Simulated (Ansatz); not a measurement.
The starting structures come from a database of crystals and need not be the phases stable at ambient conditions.

Inside the gap of an insulator the Bloch states are evanescent, with a wavenumber k + iκ along the transport direction.

Input:

```yaml
crystal:
  lattice:
    - [5.64750, 0.00000, 0.00000]
    - [2.82375, 6.32722, 0.00000]
    - [0.00000, 2.52040, 5.05389]
  atoms:
    - { symbol: Zn, position: [0.75000, 0.50000, 0.25000] }
    - { symbol: Zn, position: [0.00000, 0.00000, 0.00000] }
    - { symbol: Sn, position: [0.25000, 0.50000, 0.75000] }
    - { symbol: Sn, position: [0.50000, 0.00000, 0.50000] }
    - { symbol: P, position: [0.87500, 0.75000, 0.35362] }
    - { symbol: P, position: [0.10362, 0.25000, 0.12500] }
    - { symbol: P, position: [0.37500, 0.75000, 0.89638] }
    - { symbol: P, position: [0.64638, 0.25000, 0.62500] }
```

Space group of this cell: I-42d, chalcopyrite. The cell is taken as given.

Transport runs along the normal of the first two printed cell vectors, the (101) plane of the conventional cell.

The gap is the functional's own. No spin-orbit coupling. Mid-gap values are interpolated on the energy grid.

Problem. Give the band gap and the smallest decay constant κ at mid-gap that r2SCAN (Ansatz, a quantum-chemistry and plane-wave program) yields.

Solution. Gap 1.26 eV on a 6×6×6 mesh; κ = 0.084 1/Å, at the zone centre.
